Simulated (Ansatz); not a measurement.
Consider the following.

```xyz
2
Lattice="0.0000 2.0754 2.0754 2.0754 0.0000 2.0754 2.0754 2.0754 0.0000" Properties=species:S:1:pos:R:3 pbc="T T T"
Mg     0.0000     0.0000     0.0000
O      2.0754     2.0754     2.0754
```

No spin polarisation.

All numbers come from DFT with PBEsol, PAW potentials and a 420 eV plane-wave cutoff in Ansatz (an electronic-structure program), no spin-orbit coupling. Γ-centred 13×13×13 mesh, Fermi–Dirac width 0.05 eV.

Predict the hole mass, width of the top valence band, band gap and electron mass.

The hole mass (degenerate bands, along [100]) comes out as 0.39, 2.0, 2.0 mₑ (at Γ), the width of the top valence band is 1.87 eV and the band gap is 5.07 eV. The electron mass comes out as 0.36 mₑ (at Γ).

The cells carry an imposed strain or load. Effective masses come from finite differences of ±0.01 Å⁻¹. No phonon test of stability was made. The cell was made from MgO in the rock salt structure (space group Fm-3m, No. 225) by this change: isotropic strain −1.50 %.
